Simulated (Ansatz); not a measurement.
The reference is HgSe in the zinc blende structure (space group F-43m, No. 216; a = 6.2600 Å). Axes: x, y, z lie along the cube axes.

Calculations: PBE (Ansatz, an electronic-structure program, PAW, without spin-orbit coupling).

Modification: the cell is scaled by 0.9800 in all directions; the atoms relax in the strained cell.

Task: Predict the stress tensor and what it implies for the stiffness.

Result: Stress of the strained cell less that of the base (GPa, compression positive):
```
    3.0     0.0     0.0
    0.0     3.0     0.0
    0.0     0.0     3.0
```

Then B = −ΔP/(ΔV/V₀) with ΔV/V₀ = -0.0588 gives secant stiffness values (nonlinear terms included at this strain): B ≈ 51 GPa.

As a check, the harmonic strain energy −½ V₀ Δσ:ε is 17 meV/atom; the computed energy rise is 16 meV/atom.

No phonon test of stability was made. The final runs are not spin-polarised.
